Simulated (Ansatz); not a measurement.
Consider CdSe in the zinc blende structure (space group F-43m, No. 216).

```cif
data_Cd4Se4
_chemical_formula_sum 'Cd4 Se4'
_space_group_name_H-M_alt 'F-43m'
_space_group_IT_number 216
_space_group_name_Hall 'F -4 2 3'
_cell_length_a 6.00747
_cell_length_b 6.00747
_cell_length_c 6.00747
_cell_angle_alpha 90.000
_cell_angle_beta 90.000
_cell_angle_gamma 90.000
loop_
_atom_site_label
_atom_site_type_symbol
_atom_site_symmetry_multiplicity
_atom_site_Wyckoff_symbol
_atom_site_fract_x
_atom_site_fract_y
_atom_site_fract_z
_atom_site_occupancy
Cd1 Cd 4 a 0.00000 0.00000 0.00000 1
Se1 Se 4 d 0.75000 0.75000 0.75000 1
```
(The calculation used a cell of 2 atoms; values per cell refer to that cell.)

Computed with LDA/PAW in Ansatz (a program for electronic structure), spin-orbit coupling left out.

Strains are applied to the cell and any free atomic positions relax.

One change was made to it. Results:

The width of the top valence band goes up by 0.37 eV to 2.78 eV; the mean gap deformation potential ΔEg/Δln V comes out as -2.0 eV.

Problem. Which of these changes matches the shifts?
A) isotropic strain −2.00 %
B) isotropic strain −0.50 %
C) isotropic strain −3.00 %
D) isotropic strain +3.00 %
E) isotropic strain +2.00 %

Solution. C, isotropic strain −3.00 %. For comparison, the width of the top valence band in the other runs: isotropic strain +3.00 % gives 2.04 eV; isotropic strain +2.00 % gives 2.16 eV; isotropic strain −0.50 % gives 2.47 eV; isotropic strain −2.00 % gives 2.65 eV.

Whether these cells are dynamically stable was not tested.
